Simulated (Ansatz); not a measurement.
Start from PtS (space group P4_2/mmc, No. 131; a = 3.475 Å, c = 6.067 Å). Axes: x, y, z lie along a, b, c of the conventional cell.

One thing is altered: strain tensor (xx, yy, zz, yz, xz, xy) = (−1.24, −0.77, −0.18, +0.51, −0.17, −0.37) %, atoms relaxed at fixed cell.

Levels (all Ansatz, an electronic-structure program, PAW): PBEsol (420 eV, without spin-orbit coupling); r2SCAN (500 eV, spin-orbit coupling left out); HSE06 (420 eV, spin-orbit coupling left out).

One geometry, relaxed with PBEsol, under each level:

| level | band gap | lowest conduction level above the VBM at special points | pressure |
|---|---|---|---|
| PBEsol | 0.58 eV | U 0.58 eV; X 1.11 eV; Z 1.13 eV; Y 1.50 eV | 3.32 GPa |
| r2SCAN | (withheld) | (withheld) | (withheld) |
| HSE06 | 1.87 eV | U 1.90 eV; X 2.20 eV; Z 2.21 eV; Γ 4.85 eV | – |

### Question
Give the withheld r2SCAN results.

### Answer

- r2SCAN, band gap: 0.94 eV
- r2SCAN, lowest conduction level above the VBM at special points: U 0.94 eV; X 1.51 eV; Z 1.52 eV; Y 1.77 eV
- r2SCAN, pressure: 6.61 GPa

Single points use the geometry relaxed with PBEsol. Their cutoffs differ, which shifts pressures a little. HSE06 gaps are upper bounds (no full band path). With Pt present, leaving out spin-orbit coupling can change the band edges. Stability against distortions was not tested. Labels are those of the standard path for the cell's own space group.
